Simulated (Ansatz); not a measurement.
# MoSe2: pressure series

The parent structure is MoSe₂ in the 2H-MoS2 type structure (space group P6_3/mmc, No. 194; a = 3.2771 Å, c = 12.7318 Å; layered, stacked along the Cartesian z axis).

Cell and atoms are relaxed at each pressure.

Level of theory: Ansatz (an electronic-structure program), PBE-D3(BJ), PAW, cutoff 420 eV, no spin-orbit coupling.

| change | width of the top valence band | lattice parameter a | band gap |
|---|---|---|---|
| base | 1.39 eV | 3.277 Å | 0.74 eV |
| pressure −2 GPa | 1.23 eV | 3.303 Å | 0.98 eV |
| pressure −1 GPa | 1.33 eV | 3.289 Å | 0.83 eV |
| pressure 0.9 GPa | 1.43 eV | 3.267 Å | 0.68 eV |
| pressure 2.1 GPa | 1.46 eV | 3.254 Å | 0.61 eV |
| pressure 4.5 GPa | 1.54 eV | 3.230 Å | 0.50 eV |
| pressure 9 GPa | 1.60 eV | 3.190 Å | 0.34 eV |
| pressure 15 GPa | 1.73 eV | 3.145 Å | 0.16 eV |
| pressure 22.5 GPa | – | 3.096 Å | zero |
| pressure 30 GPa | – | 3.055 Å | zero |

The mesh was chosen for an insulator and is coarse for the gapless case. Load acts through the strain it causes; cell and atoms are relaxed under it. Whether these cells are dynamically stable was not tested. Competing high-pressure phases were not computed. All final runs are without spin polarisation. The zero or small gap of MoSe2 under pressure 15 GPa, MoSe2 under pressure 22.5 GPa and MoSe2 under pressure 30 GPa can change with the level of theory.
